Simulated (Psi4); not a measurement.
Psi4 1.11, HF/def2-svp: Ga(F)(OH)(OEt) (CC[O][Ga]([OH])[F]), 12 atoms. The geometry is a generated start, not checked to be a minimum at this level.

- task = energy
- method = scf
- basis = def2-svp
- memory = 3 GB
- maxiter = 100
- keys of the molecule block = symmetry c1
- scf_type = df (default)
- e_convergence = 1e-06 (default)
- d_convergence = 1e-06 (default)
- basis functions = 132

```xyz
12

Ga     0.7438    -0.3188     1.5509
F      1.4384    -1.5159     2.6169
O      1.6249     1.1768     1.3519
H      2.4251     1.3060     1.8607
O     -0.8173    -0.6086     0.7921
C     -1.2057     0.1256    -0.3572
C     -0.3646    -0.2421    -1.5685
H     -2.2590    -0.1373    -0.5137
H     -1.1386     1.2056    -0.1731
H     -0.4480    -1.3092    -1.7756
H     -0.6809     0.3240    -2.4401
H      0.6819    -0.0062    -1.3441
```

With the defaults (damping_percentage = 0, soscf = false, soscf_start_convergence = 0.01, diis_max_vecs = 10, diis = true, scf_initial_accelerator = adiis, guess = auto, which took SAD) it converges in 9 SCF iterations. One run each on 2 threads, with these changes:
- damping_percentage = 60, diis = false, scf_initial_accelerator = none
- guess = sadno
- diis_max_vecs = 6
- soscf = true, soscf_start_convergence = 0.1
- diis_max_vecs = 3
- diis_max_vecs = 20
- damping_percentage = 60
- soscf = true, soscf_start_convergence = 0.001
- damping_percentage = 20

Q: Which runs fail or end elsewhere than the default run?

A: No convergence: damping_percentage = 60 (the run ends without SCF convergence in 100 iterations). The rest reach the solution of the defaults.

```tsv
setting	SCF iterations	JK calls	end
soscf = true, soscf_start_convergence = 0.001	6	17	same solution
soscf = true, soscf_start_convergence = 0.1	6	22	same solution
the defaults	9	10	same solution
diis_max_vecs = 20	9	10	same solution
diis_max_vecs = 6	9	10	same solution
guess = sadno	10	10	same solution
diis_max_vecs = 3	11	12	same solution
damping_percentage = 20	17	18	same solution
damping_percentage = 60, diis = false, scf_initial_accelerator = none	53	54	same solution
damping_percentage = 60	100	101	no convergence
```

An SOSCF iteration holds several JK calls; a Hückel guess adds calls on atoms.
